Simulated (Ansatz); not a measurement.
Defect: interstitial Li in zinc-blende BAs, charge state +1. All values below come from PBE, PAW (plane waves to 420 eV; Ansatz, a quantum-chemistry and plane-wave program).

64-site cell at the relaxed PBE lattice, one k-point at (0.250, 0.250, 0.250), smearing 0.01 eV, spin-restricted, no finite-size correction. Energies are static. The charge state is imposed; whether it is stable for some Fermi level was not computed. Sites that were not tried may lie lower.

Barriers: single points on a 2×2×2 k-point mesh shifted by half a step at the bands' geometries.

The step: one Li atom jumps by itself. Atoms about the jump, Cartesian Å from the middle of the jump, before and after:

| atom | x0 | y0 | z0 | x1 | y1 | z1 |
|---|---|---|---|---|---|---|
| Li1 | 0.60 | 0.60 | -0.60 | -0.60 | -0.60 | 0.60 |
| B2 | 1.82 | -0.63 | 0.62 | 1.82 | -0.60 | 0.60 |
| B3 | -0.63 | 1.82 | 0.62 | -0.60 | 1.82 | 0.60 |
| B4 | -0.63 | -0.63 | -1.84 | -0.61 | -0.61 | -1.83 |
| As5 | 0.59 | -1.86 | -0.61 | 0.66 | -1.87 | -0.67 |
| As6 | -1.86 | 0.59 | -0.61 | -1.87 | 0.66 | -0.67 |
| As7 | 0.60 | 0.60 | 1.86 | 0.67 | 0.67 | 1.87 |
| As8 | -1.81 | -1.81 | 1.80 | -1.87 | -1.87 | 1.86 |
| B9 | -0.61 | -0.61 | 3.01 | -0.60 | -0.60 | 3.02 |
| B10 | -3.02 | -0.61 | 0.61 | -3.03 | -0.61 | 0.60 |
| B11 | -0.61 | -3.02 | 0.61 | -0.61 | -3.03 | 0.60 |

### Question
Where do these atoms stand at the saddle point, and how high is it?

### Answer

| atom | x | y | z |
|---|---|---|---|
| Li1 | -0.11 | -0.11 | 0.10 |
| B2 | 1.85 | -0.62 | 0.62 |
| B3 | -0.63 | 1.85 | 0.61 |
| B4 | -0.63 | -0.63 | -1.87 |
| As5 | 0.65 | -1.94 | -0.68 |
| As6 | -1.94 | 0.65 | -0.68 |
| As7 | 0.67 | 0.67 | 1.94 |
| As8 | -1.79 | -1.79 | 1.77 |
| B9 | -0.59 | -0.59 | 3.02 |
| B10 | -3.04 | -0.59 | 0.58 |
| B11 | -0.59 | -3.04 | 0.58 |
It lies 1.32 eV above the start and 0.47 eV above the end. The saddle point's order was not checked, and it lies on a symmetry element of the cell, where a band can be held.
